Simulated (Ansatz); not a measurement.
Consider ZnGeP$_{2}$ in the chalcopyrite structure (space group I-42d, No. 122; a = 5.374 Å, c = 10.625 Å). Axes: x, y, z lie along a, b, c of the conventional cell.

Method: Ansatz (an electronic-structure program), LDA, PAW, cutoff 420 eV, no spin-orbit coupling.

Strains are applied to the cell and any free atomic positions relax.

One change was made to it. Results:

| quantity | base | after |
|---|---|---|
| pressure (mean of the normal stresses, compression positive) | -0.01 GPa | -0.66 GPa |
| smallest direct gap | 1.18 eV | 1.26 eV |
| valence-band top at Γ (three highest levels, from the VBM) | 0.00, -0.07, -0.07 eV | 0.00, -0.02, -0.02 eV |
| band gap | 1.00 eV | 1.03 eV |

Question: Which of these changes matches the shifts?
A. uniaxial strain ε_zz = +2.25 %
B. uniaxial strain ε_zz = +0.75 %
C. uniaxial strain ε_zz = +1.50 %

Answer: B, uniaxial strain ε_zz = +0.75 %. For comparison, the valence-band top at Γ in the other runs: uniaxial strain ε_zz = +1.50 % gives 0.00, 0.00, -0.02 eV; uniaxial strain ε_zz = +2.25 % gives 0.00, 0.00, -0.06 eV.

Whether these cells are dynamically stable was not tested.
